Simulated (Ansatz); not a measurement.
**C (model structure, Pn-3m, No. 224, 10 atoms in the cell)**

Computed with LDA (Ansatz, a quantum-chemistry and plane-wave program, PAW).

Numerical settings: plane-wave cutoff 520 eV, 8×8×8 k mesh, Fermi–Dirac smearing 0.01 eV, scalar-relativistic PAW data made under PBE.

Cell (relaxed with PBEsol):

```xyz
10
Lattice="4.8140 0.0000 0.0000 0.0000 4.8140 0.0000 0.0000 0.0000 4.8140" Properties=species:S:1:pos:R:3 pbc="T T T"
C      0.0000     0.0000     0.0000
C      2.4070     2.4070     2.4070
C      0.8547     0.8547     0.8547
C      1.5523     1.5523     1.5523
C      0.8547     3.9594     3.9594
C      1.5523     3.2617     3.2617
C      3.9594     0.8547     3.9594
C      3.2617     1.5523     3.2617
C      3.9594     3.9594     0.8547
C      3.2617     3.2617     1.5523
```

| Quantity | Result |
|---|---|
| band gap | 4.06 eV (indirect) |
| smallest direct gap on the k points sampled | 4.36 eV |
| direct gap at Γ | 4.61 eV |

Note: the relaxation could raise the start's symmetry but not lower it, so the cell can be a saddle point; cell and atoms aren't relaxed at this level (largest force component 0.10 eV/Å, pressure -3.8 GPa).

The computed numbers hold no vibrational or temperature effects.

Cost on a shared machine: about 18 core-seconds (a rough figure).

A model structure was made by putting elements into a prototype or built by hand; it is no filed structure, need not be a known phase, and can be a saddle point held by its symmetry.
